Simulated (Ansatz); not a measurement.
Defect: interstitial C in silicon strained by +1.5 % along x and y, z held, neutral cell. Method: PBE, PAW (plane waves to 420 eV; Ansatz, a program for electronic structure).

64-site cell at the strained lattice (strain from the relaxed PBE one, atoms relaxed), a 2×2×2 k-point mesh shifted by half a step, smearing 0.01 eV, spin-restricted, no finite-size correction. Energies are static. The charge state is imposed; whether it is stable for some Fermi level was not computed. Sites that were not tried may lie lower.

Barriers: single points on a 3×3×3 k-point mesh shifted by half a step at the bands' geometries.

The step: several atoms move together, Si the farthest. Atoms about the jump, Cartesian Å from the middle of the jump, before and after:

| atom | x0 | y0 | z0 | x1 | y1 | z1 |
|---|---|---|---|---|---|---|
| Si1 | -0.15 | 0.22 | -0.48 | 0.15 | -0.22 | 0.48 |
| C2 | -1.90 | 0.22 | -0.48 | -1.19 | -0.16 | -0.83 |
| Si3 | 0.82 | 1.75 | 0.96 | 0.86 | 1.86 | 1.17 |
| Si4 | 0.81 | -1.30 | -1.93 | 0.24 | -1.14 | -1.90 |
| Si5 | -2.44 | -1.05 | 0.73 | -2.27 | -1.14 | 0.55 |
| Si6 | 2.05 | 0.21 | 2.29 | 2.13 | 0.31 | 2.43 |
| Si7 | -0.86 | -2.42 | 2.11 | -0.81 | -2.40 | 2.11 |
| Si8 | 2.08 | -2.64 | -0.46 | 1.82 | -2.40 | -0.48 |
| Si9 | -2.44 | 1.49 | -1.69 | -2.10 | 1.32 | -1.74 |
| Si10 | 0.56 | -1.15 | 3.58 | 0.58 | -1.12 | 3.60 |
| Si11 | 3.40 | -1.18 | 0.89 | 3.32 | -1.12 | 0.90 |
| Si12 | 2.08 | 3.08 | -0.51 | 2.04 | 3.07 | -0.48 |
| Si13 | -0.81 | 2.99 | 2.23 | -0.81 | 3.06 | 2.32 |
| Si14 | 0.56 | -3.92 | 0.87 | 0.55 | -3.90 | 0.87 |
| Si15 | 2.05 | 0.23 | -3.26 | 1.84 | 0.22 | -3.17 |

### Question
Give the saddle-point geometry and the barrier.

### Answer

```json
[
 {"atom": "Si1", "x": "0.08", "y": "-0.10", "z": "0.33"},
 {"atom": "C2", "x": "-1.39", "y": "-0.06", "z": "-0.76"},
 {"atom": "Si3", "x": "0.87", "y": "1.90", "z": "1.13"},
 {"atom": "Si4", "x": "0.43", "y": "-1.20", "z": "-1.84"},
 {"atom": "Si5", "x": "-2.33", "y": "-1.12", "z": "0.57"},
 {"atom": "Si6", "x": "2.10", "y": "0.30", "z": "2.38"},
 {"atom": "Si7", "x": "-0.80", "y": "-2.37", "z": "2.08"},
 {"atom": "Si8", "x": "1.94", "y": "-2.54", "z": "-0.52"},
 {"atom": "Si9", "x": "-2.20", "y": "1.37", "z": "-1.75"},
 {"atom": "Si10", "x": "0.58", "y": "-1.11", "z": "3.59"},
 {"atom": "Si11", "x": "3.32", "y": "-1.14", "z": "0.88"},
 {"atom": "Si12", "x": "2.06", "y": "3.09", "z": "-0.50"},
 {"atom": "Si13", "x": "-0.81", "y": "3.08", "z": "2.31"},
 {"atom": "Si14", "x": "0.57", "y": "-3.91", "z": "0.86"},
 {"atom": "Si15", "x": "1.88", "y": "0.23", "z": "-3.17"}
]
```
It lies 0.72 eV above the start and 0.083 eV above the end. The saddle point's order was not checked.
